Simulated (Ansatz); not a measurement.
Structures of equal composition on the (001) surface of zinc-blende ZnSe: (2x1) Se dimers; relaxed from the ideal Se plane. The slabs share one bottom face, and each structure is named by its start. These are constructed structures in small cells; real faces may alloy, dewet or reconstruct in larger ones, and not all known structures of the face are among them. Slabs of about 13 Å with all that they carry, Fermi-Dirac smearing of 0.025 eV. Bottom of the slabs: anion dimers. Relaxed from the named starts with such symmetry as they have, on meshes of like density; energies extrapolated to zero smearing; no spin-orbit coupling, no U. Spin-polarised runs, if any, are marked in brackets, and their order is one that fits the cell; the others ran without spin.

Host crystal: zinc-blende ZnSe, with a band gap (PBE, scalar-relativistic without spin-orbit coupling).

Computed with PBE (plane waves to 420 eV, PAW; Ansatz, an electronic-structure program).

Question: Put the candidates in order of energy per 1x1 cell, lowest first, for PBE.

Answer: (2x1) Se dimers (0.000 eV), relaxed from the ideal Se plane (0.744 eV, no gap over 0.04 eV on the mesh)
